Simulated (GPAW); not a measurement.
```
CELL_PARAMETERS angstrom
      4.91883     0.00000     0.00000
      0.00000     4.91883     0.00000
      0.00000     0.00000     4.91883
ATOMIC_POSITIONS crystal
  La 0.00000 0.00000 0.00000
  Tl 0.00000 0.50000 0.50000
  Tl 0.50000 0.00000 0.50000
  Tl 0.50000 0.50000 0.00000
```

Method: LDA (Perdew-Wang 92), GPAW PAW datasets LDA (gpaw-data 1.0.1) (plane waves; GPAW 25.7.0).

The set-up and first iterations of a GPAW log for LaTl₃ (Pm-3m, 4 atoms in the cell):

```
Input parameters:
  convergence: {density: 1e-05,
                energy: 1e-05}
  kpts: {gamma: True,
         size: (6, 6, 6)}
  maxiter: 100
  mode: {ecut: 850,
         name: pw}
  nbands: -8
  occupations: {name: fermi-dirac,
                width: 0.136}
  symmetry: {symmorphic: False,
             tolerance: 0.0005}

species:
  La:
    name: Lanthanum
    Z: 57.0
    valence: 11
    core: 46
    charge: 0.0
    file: La.LDA.gz

    # Using partial waves for La as LCAO basis

  Tl:
    name: Thallium
    Z: 81.0
    valence: 13
    core: 68
    charge: 0.0
    file: Tl.LDA.gz

    # Using partial waves for Tl as LCAO basis

Reference energy: -1880182.135464  # eV

Spin-paired calculation

Convergence criteria:
 Maximum [total energy] change in last 3 cyles: 1e-05 eV / valence electron
 Maximum integral of absolute [dens]ity change: 1e-05 electrons / valence electron
   [... lines left out ...]

Occupation numbers: Fermi-Dirac:
  width: 0.1360  # eV

Eigensolver

Densities:
  Coarse grid: 35*35*35 grid
  Fine grid: 70*70*70 grid
  Total Charge: 0.000000

Density mixing:
  Method: separate
  Backend: pulay
  Linear mixing parameter: 0.05
  old densities: 5
  Damping of long wavelength oscillations: 50

Hamiltonian:
  XC and Coulomb potentials evaluated on a 70*70*70 grid
  External potential:
    NoExternalPotential

Number of atoms: 4
Number of atomic orbitals: 47
Number of bands in calculation: 33
Number of valence electrons: 50
Bands to converge: occupied

Density initialized from atomic densities
  33 bands from LCAO basis set

Atomic positions and initial magnetic moments

Positions:
   0 La     0.000000    0.000000    0.000000    ( 0.0000,  0.0000,  0.0000)
   1 Tl     0.000000    2.459413    2.459413    ( 0.0000,  0.0000,  0.0000)
   2 Tl     2.459413    0.000000    2.459413    ( 0.0000,  0.0000,  0.0000)
   3 Tl     2.459413    2.459413    0.000000    ( 0.0000,  0.0000,  0.0000)

Unit cell:
           periodic     x           y           z      points  spacing
  1. axis:    yes    4.918825    0.000000    0.000000    35     0.1405
  2. axis:    yes    0.000000    4.918825    0.000000    35     0.1405
  3. axis:    yes    0.000000    0.000000    4.918825    35     0.1405

  Lengths:   4.918825   4.918825   4.918825
  Angles:   90.000000  90.000000  90.000000

Effective grid spacing dv^(1/3) = 0.1405
     iter     time        total  log10-change:
                         energy   eigst   dens
iter:   1 --:--:--   -17.107434
iter:   2 --:--:--   -17.064270   -1.15  -1.45
iter:   3 --:--:--   -16.787677   -0.72  -1.48
iter:   4 --:--:--   -16.880637   -1.50  -1.98
iter:   5 --:--:--   -16.902923   -1.20  -1.98
iter:   6 --:--:--   -16.758520   -1.99  -1.88
iter:   7 --:--:--   -16.764029   -2.22  -2.55
iter:   8 --:--:--   -16.754290   -2.76  -2.54
iter:   9 --:--:--   -16.754391   -3.75  -3.32
iter:  10 --:--:--   -16.754240c  -4.25  -3.21
iter:  11 --:--:--   -16.754489c  -4.33  -3.26
iter:  12 --:--:--   -16.754613c  -4.57  -3.18
iter:  13 --:--:--   -16.754379c  -4.00  -3.08
iter:  14 --:--:--   -16.754442c  -4.18  -3.49
```

Q: Will this run converge, and how will it end?

A: The run converged in 36 iterations. Its thresholds were met; that alone does not show that basis and mesh suffice. It ends on: free energy E − TS (from the program's reference atoms) -16.8156 eV; Fermi level (on the code's own zero) 7.90 eV; pressure -5.31 GPa. The log goes on:

```
   [... 12 lines left out ...]
iter:  27 --:--:--   -16.754238c  -7.15  -4.72
iter:  28 --:--:--   -16.754238c  -7.30  -4.77
iter:  29 --:--:--   -16.754234c  -6.95  -4.77
iter:  30 --:--:--   -16.754232c  -7.15  -4.56
iter:  31 --:--:--   -16.754232c  -7.47c -4.89
iter:  32 --:--:--   -16.754236c  -7.22  -4.72
iter:  33 --:--:--   -16.754239c  -7.72c -4.90
iter:  34 --:--:--   -16.754239c  -7.56c -4.91
iter:  35 --:--:--   -16.754237c  -7.74c -4.98
iter:  36 --:--:--   -16.754236c  -8.05c -5.06c
Converged after 36 iterations.

Dipole moment: (0.000008, 0.000008, 0.000008) |e|*Ang

Energy contributions relative to reference atoms: (reference = -1880182.135464)

Kinetic:         +1.576428
Potential:       +0.884008
External:        +0.000000
XC:             -19.022473
Entropy (-ST):   -0.122627
Local:           -0.130886
SIC:             +0.000000
--------------------------
Free energy:    -16.815550
Extrapolated:   -16.754236

Showing only first 2 kpts
 Kpt  Band  Eigenvalues  Occupancy
  0    23      7.02534    1.99674
  0    24      7.02534    1.99674
  0    25      9.15968    0.00019
  0    26      9.15968    0.00019

  1    23      7.00982    1.99709
  1    24      7.47788    1.91305
  1    25      8.66786    0.00695
  1    26      9.04667    0.00043

Fermi level: 7.89827

No gap
No difference between direct/indirect transitions
Energy (eV): -16.754236

Forces in eV/Ang:
  0 La   -0.00000   -0.00000    0.00000
  1 Tl   -0.00000    0.00000   -0.00000
  2 Tl    0.00000   -0.00000    0.00000
  3 Tl    0.00000    0.00000    0.00000

Stress tensor:
     0.033124     0.000000     0.000000
     0.000000     0.033124     0.000000
     0.000000     0.000000     0.033124
Stress (GPa, Voigt): [5.307 5.307 5.307 0.    0.    0.   ]
```

For comparison: a first run was changed to give this one (kpts: 9 9 9 → 6 6 6), and from it to this one the free energy falls by 10.0 meV/atom and the pressure hardly changes (-5.23 to -5.31 GPa).

The starting cell comes from a database of computed structures (which also holds hypothetical and non-ambient phases and stackings), without a prior relaxation at this level. Its lattice was rescaled by a random factor within 2.5 % of one. Spin-orbit coupling is off. With a pressure of about -5 GPa the cell is away from its equilibrium volume at this level.

The run was DFT LDA (Perdew-Wang 92), plane waves, GPAW PAW datasets LDA (gpaw-data 1.0.1). Main settings of its input:

- mode: pw
- ecut: 850 eV
- xc: LDA
- kpts: 6 6 6
- mesh shift (steps): 0 0 0
- occupations.name: fermi-dirac
- occupations.width: 0.136 eV
- nbands: -8
- convergence.density: 1e-05 e/electron
- convergence.energy: 1e-05 eV/electron
- symmetry.symmorphic: false
- symmetry.tolerance: 0.0005
